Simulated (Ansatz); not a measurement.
Base system: TiO$_{2}$ in the rutile structure (space group P4_2/mnm, No. 136; a = 4.591 Å, c = 2.939 Å).

The change: a hydrostatic pressure of 5 GPa.

Levels (all Ansatz, a program for electronic structure, PAW): PBEsol (420 eV, no spin-orbit coupling); HSE06 (420 eV, without spin-orbit coupling).

The geometry is relaxed with PBEsol.

| Property | Result |
|---|---|
| PBEsol lowest conduction level above the VBM at special points | Γ 1.88 eV; M 1.92 eV; R 1.93 eV |

Task: Predict the lowest conduction level above the VBM at special points from HSE06.

Result: The lowest conduction level above the VBM at special points becomes Γ 3.43 eV; M 3.46 eV; R 3.48 eV (PBEsol: Γ 1.88 eV; M 1.92 eV; R 1.93 eV).

Single points use the geometry relaxed with PBEsol. The levels and masses belong to the bands next to the band gap. Load acts through the strain it causes; cell and atoms are relaxed under it. Stability against distortions was not tested. Competing high-pressure phases were not computed. All final runs are without spin polarisation.
